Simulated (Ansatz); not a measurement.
```
MgO
1.0
    0.00000     2.07878     2.07878
    2.07878     0.00000     2.07878
    2.07878     2.07878     0.00000
O Mg
1 1
Direct
  0.00000   0.00000   0.00000
  0.50000   0.50000   0.50000
```

No spin polarisation.

Computed with PBEsol/PAW in Ansatz (a first-principles code), no spin-orbit coupling, earlier PAW set. Γ-centred 13×13×13 mesh, Fermi–Dirac width 0.05 eV.

**Question.** Predict the hole mass and band gap.

**Answer.** The hole mass (degenerate bands, along [100]) is 0.39, 2.0, 2.0 mₑ (at Γ) and the band gap is 5.03 eV.

The cells carry an imposed strain or load. Masses are band curvatures over ±0.01 Å⁻¹ around the edge. Stability against distortions was not tested. The cell was made from MgO in the rock salt structure (space group Fm-3m, No. 225) by this change: isotropic strain −1.36 %.
